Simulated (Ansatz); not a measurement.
Input and output of a relaxation of the atoms for BW (Imm2, 8 atoms in the cell) (Ansatz, a quantum-chemistry and plane-wave program).

Method: LDA (PW92), default PAW files made with PBE (plane waves; Ansatz).

The change in words: one atom moved by 0.15 angstrom; relax: default → atoms; relax.f_tol: default → 0.2 eV/Å. Reference geometry:
```
CELL_PARAMETERS angstrom
     -1.57026     1.57026     8.48605
      1.57026    -1.57026     8.48605
      1.57026     1.57026    -8.48605
ATOMIC_POSITIONS crystal
  B  0.40631 0.90631 0.50000
  B  0.65631 0.65631 0.00000
  B  0.34369 0.34369 0.00000
  B  0.09369 0.59369 0.50000
  W  0.55312 0.05312 0.50000
  W  0.80312 0.80312 0.00000
  W  0.19688 0.19688 0.00000
  W  0.94688 0.44688 0.50000
```

Reference input (self-consistent single point, DFT, LDA (PW92), plane waves, default PAW files made with PBE): basis.ecutwfc = 420 eV; kpoints.mp_grid.grid = 8 8 8; hamiltonian.xc = lda; hamiltonian.pseudopotentials = {kind: paw} (the program's default PAW files); scf.occupations.method = fermi_dirac; scf.occupations.width = 0.1 eV. This run's input differs from it in these lines:

```diff
@@ -7,3 +7,3 @@
   atoms:
-    - { symbol: B, position: [0.40631000, 0.90631000, 0.50000000] }
+    - { symbol: B, position: [0.41514800, 0.91514800, 0.50000000] }
     - { symbol: B, position: [0.65631000, 0.65631000, 0.00000000] }
@@ -28,2 +28,4 @@
     width: 0.1
+relax:
+  f_tol: 0.2
 output:
```

Output, abridged:

```
   [... SCF lines of the steps left out ...]
relax step   1: F+E_penalty+E_count = -41121.67397233 eV  Δ(F+E_penalty+E_count) = +0.000e0 eV  max|allowed force component| = 1.399e0 eV/Å  Δτ_max = 0.0000 Å  (6 SCF iters, dr2 threshold 1.00e-4 eV, accepted)
relax step   2: F+E_penalty+E_count = -41121.75074579 eV  Δ(F+E_penalty+E_count) = -7.677e-2 eV  max|allowed force component| = 6.822e-1 eV/Å  Δτ_max = 0.0724 Å  (5 SCF iters, dr2 threshold 1.00e-4 eV, accepted)
relax step   3: F+E_penalty+E_count = -41121.78912721 eV  Δ(F+E_penalty+E_count) = -3.838e-2 eV  max|allowed force component| = 5.835e-2 eV/Å  Δτ_max = 0.0685 Å  (6 SCF iters, accepted)
the relaxation is at rest under the 4 symmetry operations that the run kept from its start: a minimum is not shown …
Free energy (F): -41121.789127 eV
Internal energy: -41121.710876 eV  (E = F + TS)
E sigma→0 (E₀):  -41121.750002 eV
Entropy (-TS):   -0.078251 eV (-9.781 meV/atom)
Fermi energy:    21.236710 eV
--- Forces (eV/Å), atoms counted from 1 ---
  atom   1  B      0.00000000     0.00000000     0.03052531
  atom   2  B      0.00000000     0.00000000     0.03053135
  atom   3  B     -0.00000000     0.00000000    -0.02436844
  atom   4  B     -0.00000000     0.00000000    -0.02994121
  atom   5  W      0.00000000     0.00000000     0.05599780
   [... lines left out ...]
    - { symbol: W, position: [0.5542220244046862, 0.054222024404686306, 0.49999999999999994] }
    - { symbol: W, position: [0.8042396289165107, 0.8042396289165107, 1.0076513473707803e-18] }
    - { symbol: W, position: [0.19798641759400276, 0.19798641759400276, 9.957613303041708e-19] }
    - { symbol: W, position: [0.947996193001537, 0.4479961930015369, 0.49999999999999994] }
```

The run converged.  The full log also holds: “iter 4 did not close the SCF: its close was put off for the readings that it lacked (scf_convergence_deferred on its scf_iter line)”. The full log also holds: “iter 5 did not close the SCF: its close was put off for the readings that it lacked (scf_convergence_deferred on its scf_iter line)”.

Summary of the result:
```
Property                                                  Value
-----------------------------------------------  --------------
Free energy E − TS (on the zero of these files)  -41121.7891 eV
Fermi level (on the code's own zero)                   21.24 eV
Pressure                                             -12.75 GPa
Largest force (vector length)                        0.058 eV/Å
Relaxation steps                                              3
```

The starting cell comes from a database of computed structures (which also holds hypothetical and non-ambient phases and stackings), without a prior relaxation at this level. Its lattice was rescaled by up to half a per cent. For this run, on top of that: one atom moved by 0.15 angstrom. Spin polarisation is off. The relaxation keeps the symmetry of its start, so its end need not be a minimum. Ansatz's pressure includes its estimate of the finite-basis (Pulay) stress.

Cost on one core of a shared machine: roughly 2 min.

Keys are those of Ansatz 0.2.
